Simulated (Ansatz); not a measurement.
Effect of tensor shear ε_xy = +1.43 % on Ag

The parent structure is Ag in the fcc (Cu type) structure (space group Fm-3m, No. 225; a = 4.001 Å; relaxed with 0.1 eV smearing). Axes: x, y, z lie along the cube axes.

Now apply this change: a pure shear with ε_xy = ε_yx = 0.0143, atoms relaxed at fixed cell.

The values are results of LDA (Ansatz, a program for electronic structure, PAW, without spin-orbit coupling), not measurements. Γ-centred 28×28×28 mesh, Fermi–Dirac width 0.1 eV.

```csv
quantity,base,changed,shift
volume per atom,16.01 Å³,16.01 Å³,0.00 Å³
space group,Fm-3m (No. 225),Immm (No. 71),–
shortest interatomic distance,5.346 bohr,5.270 bohr,-0.076 bohr
energy relative to the base (free energy F),0 meV/atom,+2.5 meV/atom,+2.5 meV/atom
"pressure (mean of the normal stresses, compression positive)",0.0 GPa,0.1 GPa,+0.1 GPa
band gap,zero,zero,–
"stress (xx, yy, zz, yz, xz, xy; compression positive)",–,"(0.2, 0.2, 0.0, 0.0, 0.0, -1.7) GPa",–
```

Final structure:

```
CELL_PARAMETERS angstrom
      0.02861     2.00044     2.00044
      2.00044     0.02861     2.00044
      2.02904     2.02904     0.00000
ATOMIC_POSITIONS crystal
  Ag 0.00000 0.00000 0.00000
```

The cells carry an imposed strain or load. No phonon test of stability was made.
